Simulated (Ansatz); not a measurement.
The structure below was relaxed with DFT with PBE-D3(BJ), PAW potentials and a 420 eV plane-wave cutoff in Ansatz (a quantum-chemistry and plane-wave program), spin-orbit coupling left out, earlier PAW set, at pressure 5 GPa.

Space group P6₃/mmc (No. 194); a = b = 2.4953 Å, c = 5.9945 Å, α = β = 90.00°, γ = 120.00°

```json
[
 {"atom": "B", "site": "2c", "symmetry": "-6m2", "x": "0.3333", "y": "0.6667", "z": "0.2500"},
 {"atom": "N", "site": "2d", "symmetry": "-6m2", "x": "0.6667", "y": "0.3333", "z": "0.2500"}
]
```

Question: Write out a cell with all atoms.

Answer: 
```cif
data_B2N2
_chemical_formula_sum 'B2 N2'
_space_group_name_H-M_alt 'P 1'
_space_group_IT_number 1
_cell_length_a 2.49534
_cell_length_b 2.49534
_cell_length_c 5.99451
_cell_angle_alpha 90.000
_cell_angle_beta 90.000
_cell_angle_gamma 120.000
loop_
_space_group_symop_operation_xyz
  'x, y, z'
loop_
_atom_site_label
_atom_site_type_symbol
_atom_site_fract_x
_atom_site_fract_y
_atom_site_fract_z
_atom_site_occupancy
B1 B 0.33333 0.66667 0.25000 1
B2 B 0.66667 0.33333 0.75000 1
N1 N 0.33333 0.66667 0.75000 1
N2 N 0.66667 0.33333 0.25000 1
```
This is the conventional cell.

Load acts through the strain it causes; cell and atoms are relaxed under it. No phonon test of stability was made. Competing high-pressure phases were not computed. The cell was made from BN in the h-BN type structure (space group P6_3/mmc, No. 194; layered, stacked along the Cartesian z axis) by this change: pressure 5 GPa.
